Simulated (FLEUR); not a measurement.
Band structure of Li3In (I4/mmm, 4 atoms in the cell).

```yaml
crystal:
  lattice:
    - [-2.08073, 2.08073, 4.22808]
    - [2.08073, -2.08073, 4.22808]
    - [2.08073, 2.08073, -4.22808]
  atoms:
    - { symbol: Li, position: [0.75000, 0.25000, 0.50000] }
    - { symbol: Li, position: [0.25000, 0.75000, 0.50000] }
    - { symbol: Li, position: [0.50000, 0.50000, 0.00000] }
    - { symbol: In, position: [0.00000, 0.00000, 0.00000] }
```

Computed with FLEUR with LDA (Vosko-Wilk-Nusair), all-electron FLAPW (FLEUR), scalar-relativistic valence.

Settings: Kmax = 3.9 1/bohr; GmaxXC = 13.7 1/bohr; xcFunctional = vwn; jspins = 1; l_soc = F; mode = hist; fermiSmearingEnergy = 0.00734986 Htr; mesh (inpgen div1-3) = 11 11 11; inpgen gamma flag = false; Gmax = 13.7 1/bohr; numbands = 0; maxIterBroyd = 25; imix = Anderson; alpha = 0.05.

The starting cell comes from a database of computed structures (which also holds hypothetical and non-ambient phases and stackings), without a prior relaxation at this level. Values depend on the basis (sphere radii, cutoffs, local orbitals), which need not be converged.

Levels in eV from the Fermi level, bands 5 to 12:
```json
[
 {"point": "Γ", "5": "-13.98", "6": "-6.59", "7": "0.32", "8": "2.18", "9": "2.18", "10": "3.28", "11": "3.74", "12": "3.74"},
 {"point": "X", "5": "-13.95", "6": "-4.23", "7": "-1.77", "8": "-1.43", "9": "-0.75", "10": "1.20", "11": "3.31", "12": "4.77"},
 {"point": "Y", "5": "-13.95", "6": "-4.55", "7": "-1.54", "8": "-1.38", "9": "-1.20", "10": "2.16", "11": "4.13", "12": "5.06"},
 {"point": "S", "5": "-13.96", "6": "-5.32", "7": "-2.16", "8": "-1.87", "9": "1.90", "10": "4.13", "11": "4.26", "12": "6.18"},
 {"point": "Z", "5": "-13.98", "6": "-5.89", "7": "-2.82", "8": "0.60", "9": "0.60", "10": "3.63", "11": "5.01", "12": "8.22"},
 {"point": "S1", "5": "-13.96", "6": "-5.32", "7": "-2.16", "8": "-1.87", "9": "1.90", "10": "4.13", "11": "4.26", "12": "6.18"},
 {"point": "N", "5": "-13.95", "6": "-5.37", "7": "-2.61", "8": "-0.01", "9": "0.97", "10": "2.87", "11": "4.23", "12": "5.49"},
 {"point": "P", "5": "-13.95", "6": "-4.23", "7": "-1.61", "8": "-1.61", "9": "-0.88", "10": "1.87", "11": "3.43", "12": "4.16"},
 {"point": "Y1", "5": "-13.95", "6": "-4.55", "7": "-1.54", "8": "-1.38", "9": "-1.20", "10": "2.16", "11": "4.13", "12": "5.06"}
]
```
